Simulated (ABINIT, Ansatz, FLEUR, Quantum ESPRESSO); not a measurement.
## CuGaSe2 (I-42d, 8 atoms in the cell) computed with different codes at matched settings

Self-consistent single point.

```yaml
crystal:
  lattice:
    - [-2.83305, 2.83305, 5.56510]
    - [2.83305, -2.83305, 5.56510]
    - [2.83305, 2.83305, -5.56510]
  atoms:
    - { symbol: Ga, position: [0.50000, 0.50000, 0.00000] }
    - { symbol: Ga, position: [0.25000, 0.75000, 0.50000] }
    - { symbol: Cu, position: [0.00000, 0.00000, 0.00000] }
    - { symbol: Cu, position: [0.75000, 0.25000, 0.50000] }
    - { symbol: Se, position: [0.87500, 0.87500, 0.50000] }
    - { symbol: Se, position: [0.12500, 0.62500, 0.00000] }
    - { symbol: Se, position: [0.37500, 0.37500, 0.50000] }
    - { symbol: Se, position: [0.62500, 0.12500, 0.00000] }
```

Shared settings, as Ansatz (a quantum-chemistry and plane-wave program) writes them: kpoints.mp_grid.grid = 1 1 1; scf.occupations.method = fermi_dirac; scf.occupations.width = 0.02 eV. Potentials and cutoffs stand in the table.

```json
[
 {"code": "ABINIT", "model": "PBE, PAW (JTH v2.0 PBE PAW)", "pressure (GPa)": "2.01", "largest force (eV/Å)": "0.110", "cutoff": "60 Ry"},
 {"code": "Ansatz", "model": "PBE, default PAW files", "pressure (GPa)": "1.96", "largest force (eV/Å)": "0.113", "cutoff": "default"},
 {"code": "FLEUR", "model": "PBE, all-electron FLAPW (FLEUR), scalar-relativistic valence", "pressure (GPa)": "–", "largest force (eV/Å)": "0.125", "cutoff": "Kmax 3.8 1/bohr"},
 {"code": "Quantum ESPRESSO", "model": "PBE, PseudoDojo standard norm-conserving (PBE) pseudopotentials", "pressure (GPa)": "2.08", "largest force (eV/Å)": "0.138", "cutoff": "95 Ry"}
]
```

A dash marks a value that a program does not give, or that is left out as unsure.

On Ansatz's run: spin polarisation is off.

The spread over the programs that give each value: pressure within 0.12 GPa; largest force within 0.028 eV/Å.

FLEUR treats all electrons, but the usual bases taken here (sphere radii, linearisation, local orbitals, empty states) were not tested for convergence, so the values are no reference for the others. Ansatz's pressure is given at a fixed set of plane waves, as the other plane-wave codes print theirs; with its correction for the finite basis it is 2.00 GPa.

On the base mesh (3 3 3) the same programs gave: Ansatz pressure 0.95 GPa; Quantum ESPRESSO pressure 1.01 GPa; ABINIT pressure 1.00 GPa.

The values differ from the base mesh's, so the mesh still matters here: the table compares the programs at equal settings.

The starting cell has typed, rounded lattice constants, without a prior relaxation at this level. Its lattice was rescaled by a random factor within 2.5 % of one.

Left out of this page: CP2K (on another mesh).

Keys are those of Ansatz 0.2.
